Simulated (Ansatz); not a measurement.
Effect of isotropic strain −0.83 % on HfGe2

Base system: HfGe2 (space group Cmcm, No. 63; a = 3.7806 Å, b = 14.7440 Å, c = 3.7473 Å).

It is then changed as follows: an isotropic linear strain of −0.83 %; the atoms relax in the strained cell.

Method: Kohn–Sham DFT with the PBEsol functional, run in Ansatz (a quantum-chemistry and plane-wave program) with PAW and 420 eV plane waves, spin-orbit coupling left out, earlier PAW set. Settings: 13×13×12 k-points, 0.05 eV Fermi–Dirac smearing.

- Volume per atom: 16.98 Å³ (base 17.41 Å³)
- Space group: Cmcm (No. 63) (base Cmcm (No. 63))
- Shortest interatomic distance: 2.579 Å (base 2.598 Å)
- Energy relative to the base (free energy F): +4.3 meV/atom
- Pressure (mean of the normal stresses, compression positive): 3.3 GPa (base 0.0 GPa)
- Band gap: zero (base zero)

Cost of the whole job for the changed cell (relaxation, final SCF and bands): roughly 3 core-minutes.

No phonon test of stability was made. The final runs are not spin-polarised.
